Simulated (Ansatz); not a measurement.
**A computed series for GaN: pressure series**

The reference is GaN in the zinc blende structure (space group F-43m, No. 216).

```
CELL_PARAMETERS angstrom
      0.00000     2.24905     2.24905
      2.24905     0.00000     2.24905
      2.24905     2.24905     0.00000
ATOMIC_POSITIONS crystal
  N  0.25000 0.25000 0.25000
  Ga 0.00000 0.00000 0.00000
```

Cell and atoms are relaxed at each pressure.

Level of theory: plane-wave PAW DFT at the PBEsol level (Ansatz, a first-principles code, 420 eV), without spin-orbit coupling.

Candidates:
(a) pressure 18 GPa
(b) pressure 60 GPa
(c) pressure −2 GPa
(d) pressure 4.2 GPa

For the base:

```
Quantity   Result
--------  -------
Band gap  1.70 eV
```

Question: Order them by band gap, highest first.

Answer: (b) pressure 60 GPa (2.99 eV), (a) pressure 18 GPa (2.21 eV), (d) pressure 4.2 GPa (1.84 eV), (c) pressure −2 GPa (1.63 eV)

Load acts through the strain it causes; cell and atoms are relaxed under it. Stability against distortions was not tested. Tetrahedral semiconductors of this kind turn to denser phases somewhere between about 1 and 50 GPa; those were not computed, so compressed cells here can lie past the real transition. This is not the structure that GaN has at room temperature and ambient pressure.
